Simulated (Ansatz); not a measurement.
A computed series for ScTlO2: pressure series

Consider ScTlO$_{2}$ (space group R-3m, No. 166; a = 3.216 Å, c = 19.124 Å (hexagonal axes); a model cell, its experimental status unchecked).

Cell and atoms are relaxed at each pressure.

Computed with DFT with PBEsol, PAW potentials and a 420 eV plane-wave cutoff in Ansatz (a first-principles code), without spin-orbit coupling.

Two rows of this table had their results exchanged by mistake.

```json
[
 {"pressure": "pressure −2 GPa", "volume per atom (Å³)": "14.55", "shortest distance (Å)": "2.142", "band gap": "0.78 eV"},
 {"pressure": "pressure −1 GPa", "volume per atom (Å³)": "14.41", "shortest distance (Å)": "2.137", "band gap": "0.79 eV"},
 {"pressure": "pressure 1.8 GPa", "volume per atom (Å³)": "10.80", "shortest distance (Å)": "1.988", "band gap": "0.10 eV"},
 {"pressure": "pressure 4.2 GPa", "volume per atom (Å³)": "13.80", "shortest distance (Å)": "2.116", "band gap": "0.80 eV"},
 {"pressure": "pressure 9 GPa", "volume per atom (Å³)": "13.34", "shortest distance (Å)": "2.099", "band gap": "0.76 eV"},
 {"pressure": "pressure 18 GPa", "volume per atom (Å³)": "12.66", "shortest distance (Å)": "2.072", "band gap": "0.65 eV"},
 {"pressure": "pressure 30 GPa", "volume per atom (Å³)": "11.97", "shortest distance (Å)": "2.042", "band gap": "0.49 eV"},
 {"pressure": "pressure 45 GPa", "volume per atom (Å³)": "11.31", "shortest distance (Å)": "2.013", "band gap": "0.29 eV"},
 {"pressure": "pressure 60 GPa", "volume per atom (Å³)": "14.06", "shortest distance (Å)": "2.125", "band gap": "0.82 eV"}
]
```

Q: Which two?

A: The rows for pressure 1.8 GPa and pressure 60 GPa: the volume has to fall steadily with pressure, so 14.06 Å³ belongs to pressure 1.8 GPa and 10.80 Å³ to pressure 60 GPa.

Spin-orbit coupling, missing from the scalar runs, can matter with Tl. Load acts through the strain it causes; cell and atoms are relaxed under it. Stability against distortions was not tested. No other phases were tried under pressure. All final runs are without spin polarisation. The zero or small gap of ScTlO2 under pressure 45 GPa and ScTlO2 under pressure 60 GPa can change with the level of theory.
